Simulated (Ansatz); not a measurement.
Consider Zr (space group P6/mmm, No. 191; a = 4.977 Å, c = 3.108 Å; a cell from a computed database, its experimental status unchecked; relaxed with 0.1 eV smearing). Axes: x lies along a and z along c of the hexagonal cell.

The values are results of PBEsol (Ansatz, a program for electronic structure; PAW; 420 eV plane waves; no spin-orbit coupling), not measurements.

For the base:

The pressure is 0.0 GPa.

The change: biaxial strain −2.99 %, plane normal [001], relaxed out of plane (Cartesian); in-plane vectors clamped, the third vector and the atoms free.

Task: What does the calculation give for the pressure after the change?

Result: The pressure (mean of the normal stresses, compression positive) goes from zero to 5.0 GPa.

Task: What does the calculation give for the ratio −ε⊥/ε∥ after the change?

Result: The ratio −ε⊥/ε∥ is 0.55.

Stability against distortions was not tested. The base started in Ibam and relaxed to P6/mmm at this level. All final runs are without spin polarisation. This is not the structure that Zr has at room temperature and ambient pressure.
